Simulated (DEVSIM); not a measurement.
Structure: illuminated Si n-on-p cell, one wavelength, with a back-surface field, at 300 K.

Layer 1 from the left is Si, thickness (μm) 0.0760, Nd (cm⁻³) 1.5e18, τn (s) 8.9e-7, τp (s) 2.3e-8, absorption coefficient (cm⁻¹) 300. Layer 2 from the left is Si, thickness (μm) 200, Na (cm⁻³) 2.8e16, τn (s) 1.9e-6, τp (s) 1.9e-6, absorption coefficient (cm⁻¹) 300. Layer 3 from the left is Si, thickness (μm) 0.820, Na (cm⁻³) 2.4e18, τn (s) 1.9e-6, τp (s) 1.9e-6, absorption coefficient (cm⁻¹) 300.

Left contact: ohmic, minority hole recombination velocity 7e6 cm/s. Right contact: ohmic, minority electron recombination velocity 1000 cm/s. Voltage is applied to the left contact. Recombination: SRH at mid-gap, radiative, Auger. Light enters at the left, 3.8e17 photons cm⁻² s⁻¹, one pass, no reflection. Mobility is constant in doping.

The device is made up for the run: typed textbook-type constants, with dimensions and the other settings drawn at random. Values at 300 K.

Si: gap (eV) 1.124, affinity (eV) 4.05, permittivity 11.7, Nc (cm⁻³) 2.86e19, Nv (cm⁻³) 3.1e19, μn (cm²/Vs) 1417, μp (cm²/Vs) 470, B (cm³/s) 4.7e-15, Cn (cm⁶/s) 2.8e-31, Cp (cm⁶/s) 9.9e-32.

Model (solved in DEVSIM): 1D drift-diffusion, Boltzmann statistics, complete ionisation; no tunnelling, impact ionisation, image-force lowering or self-heating.

Task: What does the simulation give for the fill factor, the share of generated pairs collected at short circuit?

Result: fill factor 0.82; share of generated pairs collected at short circuit 0.726.
